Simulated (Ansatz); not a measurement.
Worked example: zone-centre phonon calculation of CaCd2 (Imma, 6 atoms in the cell) in Ansatz (a program for electronic structure).

Method of the run: LDA (PW92), PAW files made with PBE (plane waves; Ansatz).

```
CELL_PARAMETERS angstrom
     -2.46894     3.78884     4.19787
      2.46894    -3.78884     4.19787
      2.46894     3.78884    -4.19787
ATOMIC_POSITIONS crystal
  Ca 0.79145 0.54145 0.25000
  Ca 0.20855 0.45855 0.75000
  Cd 0.61667 0.16455 0.45212
  Cd 0.38333 0.83545 0.54788
  Cd 0.21243 0.16455 0.04788
  Cd 0.78757 0.83545 0.95212
```

Reference input (self-consistent single point, DFT, LDA (PW92), plane waves, PAW files made with PBE): kpoints.mp_grid.grid = 4 4 4; hamiltonian.xc = lda; hamiltonian.pseudopotentials = {kind: paw} (the program's default PAW files); scf.occupations.method = fermi_dirac; scf.occupations.width = 0.1 eV. This run's input differs from it in these lines:

```diff
@@ -20,6 +20,4 @@
   occupations: { method: fermi_dirac, width: 0.1 }
-output:
-  forces: true
-  eigenvalues: true
-  stress: true
+phonons:
+  method: dfpt
```

Log, with long lists cut:

```
SCF iter   1: F=—  HF=-36023.031188 eV  |F-HF|=—  |Δ(HF+E_count)|=         —  Δρ=6.62e-2  dr2=1.34e1  ethr=3.10e-3  ⟨swp⟩=9.4  Hψ=6032  notcnv=0
all-band conjugate gradients solve this SCF's bands
preconditioner: auto → Kerker (q_TF=auto, 2.531 Å⁻¹)
SCF iter   2: F=—  HF=-36020.009287 eV  |F-HF|=—  |Δ(HF+E_count)|=    3.02e0  Δρ=2.34e-2  dr2=2.43e0  ethr=3.10e-3  ⟨swp⟩=4.0  Hψ=3268  notcnv=0
   [... lines left out ...]
SCF iter  10: F=—  HF=-36019.178011 eV  |F-HF|=—  |Δ(HF+E_count)|=   4.42e-9  Δρ=9.49e-7  dr2=2.98e-9  ethr=3.09e-11  ⟨swp⟩=2.0  Hψ=1918  notcnv=0  defer=5
SCF iter  11: F=—  HF=-36019.178011 eV  |F-HF|=—  |Δ(HF+E_count)|=  5.97e-10  Δρ=4.37e-7  dr2=4.36e-10  ethr=2.98e-12  ⟨swp⟩=2.0  Hψ=2197  notcnv=0  defer=5
SCF iter  12: F=—  HF=-36019.178011 eV  |F-HF|=—  |Δ(HF+E_count)|=  9.46e-11  Δρ=1.40e-7  dr2=2.92e-11  ethr=1.00e-12  ⟨swp⟩=2.6  Hψ=2350  notcnv=0  defer=5
SCF iter  13: F=-36019.178011 eV  HF=-36019.178011 eV  |F-HF|=0.00e0  |Δ(HF+E_count)|=  7.28e-12  Δρ=5.91e-8  dr2=4.26e-12  ethr=1.00e-12  ⟨swp⟩=9.5  Hψ=6796  notcnv=0
SCF 1 converged in 13 iterations: F = -36019.178011 eV  dr2 = 4.26e-12
DFPT response loops at Γ: preconditioner auto → Kerker (q_TF=auto, 2.531 Å⁻¹) (partly filled bands, converged f_vac=0.000) …
Free energy (F): -36019.178011 eV
Internal energy: -36019.044296 eV  (E = F + TS)
E sigma→0 (E₀):  -36019.111154 eV
Entropy (-TS):   -0.133715 eV (-22.286 meV/atom)
Fermi energy:    10.243686 eV
--- Phonons (Γ-DFPT): 6 representative perturbations + reference, on 24 of 64 k-points (Σ response iterations 21) ---
  k mesh reduced under 2 symmetry operations, with k and −k counted as one. Each operation leaves every solved displacement unchanged or reverses it
  ASR residual: 3.194e-4 → 0.000e0 eV/Å²; symmetrization residual: 4.011e-6 eV/Å²
  ASR residual per site (eV/Å²): 3.19e-4 3.19e-4 5.73e-5 5.73e-5 5.73e-5 5.73e-5
  Γ frequencies (cm⁻¹): 0.00 0.00 0.00 54.43 55.75 62.02 65.54 83.55 99.89 104.14 113.04 113.65 117.13 120.79 126.39 127.11 130.54 153.53
  non-analytic LO–TO correction: not included (Born effective charges unavailable; polar crystals: no LO–TO splitting at Γ)
```

The run converged in 13 iterations. 

Summary of the result:
| Item | Result |
|---|---|
| Free energy E − TS (on the zero of these files) | -36019.1780 eV |
| Fermi level (on the code's own zero) | 10.24 eV |
| Zone-centre frequencies (cm⁻¹; negative means imaginary) | 0, 0, 0, 54, 56, 62, 66, 84, 100, 104, 113, 114, 117, 121, 126, 127, 131, 154 |

The starting cell comes from a database of computed structures (which also holds hypothetical and non-ambient phases and stackings), without a prior relaxation at this level.

Cost on one core of a shared machine: roughly 2 min.

Keys are those of Ansatz 0.2.
